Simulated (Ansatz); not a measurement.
## Relaxation of cell and atoms of Cr2O3 (R-3c, 10 atoms in the cell) at several settings

```
CELL_PARAMETERS angstrom
      2.50237     1.44474     4.50549
     -2.50237     1.44474     4.50549
      0.00000    -2.88949     4.50549
ATOMIC_POSITIONS crystal
  Cr 0.34985 0.34985 0.34985
  Cr 0.65015 0.65015 0.65015
  Cr 0.15015 0.15015 0.15015
  Cr 0.84985 0.84985 0.84985
  O  0.55170 0.25000 0.94830
  O  0.44831 0.75000 0.05169
  O  0.94830 0.55170 0.25000
  O  0.05169 0.44831 0.75000
  O  0.25000 0.94830 0.55170
  O  0.75000 0.05169 0.44831
```
Moments meant for the start (each program seeds them in its own way; μB, in the order of the atoms Cr Cr Cr Cr O O O O O O): 3.0 3.0 3.0 3.0 0.0 0.0 0.0 0.0 0.0 0.0.

Base: PBEsol+U, PAW files made with PBE (Ansatz, a first-principles code). Its settings: kpoints.mp_grid.grid = 6 6 6; hamiltonian.xc = pbesol; hamiltonian.pseudopotentials = {kind: paw} (the program's default PAW files); hamiltonian.hubbard.sites = [{species: Cr, l: d, u_eff: 3.7}] eV; hamiltonian.hubbard.projectors = ortho-atomic; magnetization.spin_polarized = true; scf.occupations.method = cold; scf.occupations.width = 0.0147 Ry. Starting volume 9.77 Å³ per atom.

Each line gives the change from the base single point and the result:

- relax: default → cell and atoms; relax.cell.p_target: default → 2 GPa: pressure 1.99 GPa; largest force (vector length) 0.006 eV/Å; final cell a = b = c = 5.335 Å, α = β = γ = 55.91°; final volume per atom 9.72 Å³; relaxation steps 6; free energy against the base single point 0.1 meV/atom.
- hamiltonian.xc: pbesol → lda; relax: default → cell and atoms [DFT, LDA (PW92)+U, plane waves, PAW files made with PBE]: pressure -0.01 GPa; final cell a = 5.2948 Å, b = 5.2948 Å, c = 5.2948 Å, α = 55.88°, β = 55.88°, γ = 55.88°; final volume per atom 9.49 Å³; relaxation steps 9.
- relax: default → cell and atoms: pressure 0.00 GPa; final cell a = 5.352 Å, b = 5.352 Å, c = 5.352 Å, α = 55.87°, β = 55.87°, γ = 55.87°; final volume per atom 9.81 Å³; relaxation steps 8; free energy against the base single point -0.4 meV/atom.

The starting cell comes from a database of computed structures (which also holds hypothetical and non-ambient phases and stackings), without a prior relaxation at this level. Its lattice was rescaled by a random factor within 2.5 % of one. The magnetic order is the one reached from the typed start; others were not searched systematically. With U or open f shells several self-consistent states can exist. The program warned that, by what it read of turns of the moments, another magnetic order lies lower. Ansatz's pressure includes its estimate of the finite-basis (Pulay) stress.

These are the values that this program gave, and no reference: magnets with a U can end in a higher state.

Keys are those of Ansatz 0.2.
